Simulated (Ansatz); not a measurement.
The reference is KCl in the rock salt structure (space group Fm-3m, No. 225; a = 6.244 Å).

Level of theory: Ansatz (a quantum-chemistry and plane-wave program), PBEsol, PAW, cutoff 420 eV, without spin-orbit coupling.

Base values:

The band gap comes out as 5.10 eV and the pressure is 0.00 GPa.

Perturbation: the cell is scaled by 0.9775 in all directions; the atoms relax in the strained cell.

Problem. What does the calculation give for the band gap, pressure and energy relative to the base after the change?

Solution. The band gap rises by 0.23 eV, from 5.10 eV to 5.33 eV; the pressure goes from zero to 1.49 GPa; the energy rises by 8.7 meV/atom.

Whether these cells are dynamically stable was not tested.
